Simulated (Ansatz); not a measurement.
System: Pd4S (P-42₁c, No. 114; cell taken from a computed entry). Method: LDA in Ansatz (PAW).

Numerical settings: plane-wave cutoff 500 eV, 8×8×8 k mesh, Fermi–Dirac smearing 0.05 eV, scalar-relativistic PAW data made under PBE.

Computed at the level's own relaxed cell.

Estimate the equilibrium volume per atom, lattice parameter a and c axis length that the calculation returns.


- equilibrium volume per atom: 14.04 Å³/atom
- lattice parameter a: 5.060 Å
- c axis length: 5.485 Å

The run finds no gap.

Note: the relaxation could not lower the start's symmetry, so the cell can be a saddle point above a distorted one.

Computed values are for the static lattice.

It cost very roughly 12 core-minutes of CPU time.

Ansatz is a first-principles code.
